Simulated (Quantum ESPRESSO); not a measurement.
# Several settings converged on CdS (F-43m, 2 atoms in the cell)

```
CELL_PARAMETERS angstrom
      0.00000     2.89545     2.89545
      2.89545     0.00000     2.89545
      2.89545     2.89545     0.00000
ATOMIC_POSITIONS crystal
  Cd 0.00000 0.00000 0.00000
  S  0.25000 0.25000 0.25000
```

Base method: PBE, SSSP 1.1.2 efficiency (PBE) pseudopotentials (plane waves; Quantum ESPRESSO).

Base settings: ecutwfc = 45 Ry; ecutrho = 360 Ry; occupations = smearing; smearing = fd; degauss = 0.00147 Ry; potentials = {Cd: Cd.pbe-dn-rrkjus_psl.0.3.1.UPF, S: s_pbe_v1.4.uspp.F.UPF}; K_POINTS = automatic 7 7 7 0 0 0; conv_thr = 1e-09 Ry.

Core times come from one kind of shared machine, to one figure; runs under 30 s give none.

**Zone-centre phonons against the cutoff**

In this ladder: occupations = fixed; smearing = default; degauss = default; nbnd = 15; ph.x.tr2_ph = 1e-14; ph.x.fildyn = dyn.G; ph.x.epsil = true; dynmat.x.fildyn = dyn.G; dynmat.x.asr = crystal. Moved along: ecutrho.

The mesh stays at the base's, so the ladder's end is converged at best in this setting alone.

Frequencies are those of the unrelaxed cell, without the LO-TO term of polar crystals.

Only quantities that move along the ladder and can be compared are tabulated.

| ecutwfc | highest zone-centre frequency (cm⁻¹) | largest Born charge (mean of the diagonal) (e) | mean ε∞ | core time / last (rough) |
|---|---|---|---|---|
| 22 Ry | 243.8 | 3.294 | 6.871 | 0.1 |
| 31 Ry | 246.8 | 2.335 | 6.799 | 0.4 |
| 45 Ry | 247.9 | 2.191 | 6.811 | 0.4 |
| 68 Ry | 247.9 | 2.187 | 6.809 | 1 |

Coarsest ecutwfc that holds the largest Born charge (mean of the diagonal) within 0.05 e of the last step, with all finer ones: 45 Ry, at about 0.4 of the last step's time; the step before is off by 0.15 e.

Coarsest ecutwfc that holds the mean ε∞ within 0.05 of the last step, with all finer ones: 31 Ry, at about 0.4 of the last step's time; the step before is off by 0.061.

Coarsest ecutwfc that holds the highest zone-centre frequency within 2 cm⁻¹ of the last step, with all finer ones: 31 Ry, at about 0.4 of the last step's time; the step before is off by 4.1 cm⁻¹.

**Zone-centre phonons against the SCF threshold**

In this ladder: occupations = fixed; smearing = default; degauss = default; nbnd = 15; ph.x.tr2_ph = 1e-14; ph.x.fildyn = dyn.G; ph.x.epsil = true; dynmat.x.fildyn = dyn.G; dynmat.x.asr = crystal.

The mesh stays at the base's, so the ladder's end is converged at best in this setting alone.

Frequencies are those of the unrelaxed cell, without the LO-TO term of polar crystals.

Only quantities that move along the ladder and can be compared are tabulated.

| conv_thr | highest zone-centre frequency (cm⁻¹) | mean ε∞ | core time / last (rough) |
|---|---|---|---|
| 7.3e-05 Ry | 307.4 | 6.757 | 1 |
| 7.3e-07 Ry | 241.5 | 6.818 | 2 |
| 7.3e-09 Ry | 247.9 | 6.811 | 1 |
| 7.3e-13 Ry | 247.9 | 6.811 | 1 |

Coarsest conv_thr that holds the highest zone-centre frequency within 2 cm⁻¹ of the last step, with all finer ones: 7.3e-09 Ry; the step before is off by 6.4 cm⁻¹.

Coarsest conv_thr that holds the mean ε∞ within 0.01 of the last step, with all finer ones: 7.3e-07 Ry; the step before is off by 0.054.

On the base run: the starting cell has typed, rounded lattice constants, without a prior relaxation at this level. Its lattice was rescaled by up to half a per cent. In the base run, with a pressure of about 4 GPa the cell is away from its equilibrium volume at this level.
